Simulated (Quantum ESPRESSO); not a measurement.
Worked example: self-consistent single point of SnClF (Pnma, 12 atoms in the cell) in Quantum ESPRESSO.

Method: vdW-DF2, GBRV 1.5 ultrasoft (PBE) pseudopotentials (plane waves; Quantum ESPRESSO).

```
CELL_PARAMETERS angstrom
      6.10272     0.00000     0.00000
      0.00000     4.34841     0.00000
      0.00000     0.00000    10.09748
ATOMIC_POSITIONS crystal
  F  0.40270 0.25000 0.51950
  F  0.09730 0.75000 0.01950
  F  0.90270 0.25000 0.98050
  F  0.59730 0.75000 0.48050
  Cl 0.39470 0.25000 0.86380
  Cl 0.10530 0.75000 0.36380
  Cl 0.89470 0.25000 0.63620
  Cl 0.60530 0.75000 0.13620
  Sn 0.21220 0.25000 0.08610
  Sn 0.28780 0.75000 0.58610
  Sn 0.71220 0.25000 0.41390
  Sn 0.78780 0.75000 0.91390
```

Reference input (self-consistent single point, DFT, PBEsol, plane waves, GBRV 1.5 ultrasoft (PBESOL) pseudopotentials): ecutwfc = 40 Ry; ecutrho = 200 Ry; occupations = smearing; smearing = marzari-vanderbilt; degauss = 0.0073499 Ry; K_POINTS = automatic 3 3 2 0 0 0; conv_thr = 1e-09 Ry; mixing_beta = 0.3. This run's input differs from it in these lines:

```diff
@@ -18,2 +18,3 @@
  degauss = 0.0073499
+ input_dft = 'vdw-df2'
 /
@@ -24,5 +25,5 @@
 ATOMIC_SPECIES
-F     18.9984  f_pbesol_v1.4.uspp.F.UPF
-Cl    35.4500  cl_pbesol_v1.4.uspp.F.UPF
-Sn   118.7100  sn_pbesol_v1.4.uspp.F.UPF
+F     18.9984  f_pbe_v1.4.uspp.F.UPF
+Cl    35.4500  cl_pbe_v1.4.uspp.F.UPF
+Sn   118.7100  sn_pbe_v1.4.uspp.F.UPF
 ATOMIC_POSITIONS crystal
```

Log, with long lists cut:

```
     Self-consistent Calculation

     iteration #  1     ecut=    40.00 Ry     beta= 0.30

     negative rho (up, down):  6.242E-02 0.000E+00

     total energy              =    -971.97428249 Ry
     estimated scf accuracy    <       1.45848296 Ry

     iteration #  2     ecut=    40.00 Ry     beta= 0.30

     negative rho (up, down):  6.021E-02 0.000E+00

     total energy              =    -971.96137646 Ry
     estimated scf accuracy    <       0.30853216 Ry

     iteration #  3     ecut=    40.00 Ry     beta= 0.30

     negative rho (up, down):  5.894E-02 0.000E+00

     total energy              =    -972.04335192 Ry
     estimated scf accuracy    <       0.02031427 Ry

   [... 8 blocks of this kind left out ...]

     iteration # 12     ecut=    40.00 Ry     beta= 0.30

     negative rho (up, down):  5.730E-02 0.000E+00

     total energy              =    -972.04534698 Ry
     estimated scf accuracy    <          3.3E-09 Ry

     iteration # 13     ecut=    40.00 Ry     beta= 0.30

     negative rho (up, down):  5.730E-02 0.000E+00
     End of self-consistent calculation

     the Fermi energy is     5.9173 ev

!    total energy              =    -972.04534700 Ry
     estimated scf accuracy    <          6.8E-10 Ry
     smearing contrib. (-TS)   =       0.00000000 Ry
     internal energy E=F+TS    =    -972.04534700 Ry

     convergence has been achieved in  13 iterations

     negative rho (up, down):  5.730E-02 0.000E+00

     Forces acting on atoms (cartesian axes, Ry/au):

     atom    1 type  1   force =    -0.02648526    0.00000000    0.01104876
     atom    2 type  1   force =     0.02648526   -0.00000000    0.01104876
     atom    3 type  1   force =    -0.02648526    0.00000000   -0.01104876
     atom    4 type  1   force =     0.02648526    0.00000000   -0.01104876
     atom    5 type  2   force =     0.00985088    0.00000000   -0.02829689
   [... lines left out ...]
     Total force =     0.128192     Total SCF correction =     0.000075
   [... lines left out ...]

     negative rho (up, down):  5.730E-02 0.000E+00
          total   stress  (Ry/bohr**3)                   (kbar)     P=       63.23
   0.00047055   0.00000000   0.00000000           69.22        0.00        0.00
   0.00000000   0.00038385   0.00000000            0.00       56.47        0.00
   0.00000000   0.00000000   0.00043514            0.00        0.00       64.01

   JOB DONE.
```

The run converged in 13 iterations. Against the reference run the pressure goes from 0.60 to 6.32 GPa, the largest force goes from 0.408 to 1.256 eV/Å and the gap on the mesh goes from 3.188 to 3.344 eV.

The starting cell comes from a database of published, mostly measured structures (it also holds non-ambient and calculated ones), without a prior relaxation at this level. Its lattice was rescaled by a random factor within 2.5 % of one. With a pressure of about 6 GPa the cell is away from its equilibrium volume at this level. Forces in this geometry exceed 1 eV/Å.

Cost on one core of a shared machine: roughly 3 min.
